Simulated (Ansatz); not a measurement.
Results of r²SCAN in Ansatz (plane waves, PAW) for MgAlNO (model structure, started from the AlSiCN type, P3m1, No. 156, 4 atoms in the cell).

Run with plane-wave cutoff 560 eV, 12×12×8 k mesh (along the axes of the cell as run), Fermi–Dirac smearing 0.01 eV, scalar-relativistic PAW data made under PBE.

Cell (relaxed with PBEsol):

```cif
data_AlMgNO
_chemical_formula_sum 'Al1 Mg1 O1 N1'
_space_group_name_H-M_alt 'P3m1'
_space_group_IT_number 156
_space_group_name_Hall 'P 3 -2"'
_cell_length_a 3.17986
_cell_length_b 3.17986
_cell_length_c 5.08311
_cell_angle_alpha 90.000
_cell_angle_beta 90.000
_cell_angle_gamma 120.000
loop_
_atom_site_label
_atom_site_type_symbol
_atom_site_symmetry_multiplicity
_atom_site_Wyckoff_symbol
_atom_site_fract_x
_atom_site_fract_y
_atom_site_fract_z
_atom_site_occupancy
Al1 Al 1 b 0.33333 0.66667 0.50271 1
Mg1 Mg 1 c 0.66667 0.33333 0.00661 1
O1 O 1 b 0.33333 0.66667 0.14127 1
N1 N 1 c 0.66667 0.33333 0.59940 1
```

### Question
Estimate the band gap that the calculation returns.

### Answer

band gap: 3.99 eV (direct)

Note: the relaxation could raise the start's symmetry but not lower it, so the cell can be a saddle point; cell and atoms aren't relaxed at this level (largest force component 0.05 eV/Å, pressure -1.1 GPa).

The result took roughly 13 core-seconds.

A model structure was made by putting elements into a prototype or built by hand; it is no filed structure, need not be a known phase, and can be a saddle point held by its symmetry.

Ansatz is a program for electronic structure.
